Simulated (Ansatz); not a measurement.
DyIn₃ (Pm-3m, No. 221; cell taken from a computed entry) was calculated with r²SCAN in Ansatz (plane waves, PAW).

Run with plane-wave cutoff 500 eV, 12×12×12 k mesh, Fermi–Dirac smearing 0.1 eV, spin-polarised start, scalar-relativistic PAW data made under PBE.

Computed at the level's own relaxed cell.

Question: Give the computed volume per atom and equilibrium lattice constant a.

Answer: 
* **volume per atom**: 24.69 Å³/atom
* **equilibrium lattice constant a**: 4.622 Å

Note: the magnetic order was assumed, not searched for or taken from measurement; the relaxation could not lower the start's symmetry, so the cell can be a saddle point above a distorted one; the 4f shell is treated without U or exact exchange, so its levels and filling can be wrong.

Spin–orbit coupling is not included.

The computed numbers hold no vibrational or temperature effects.

Ansatz is a first-principles code.
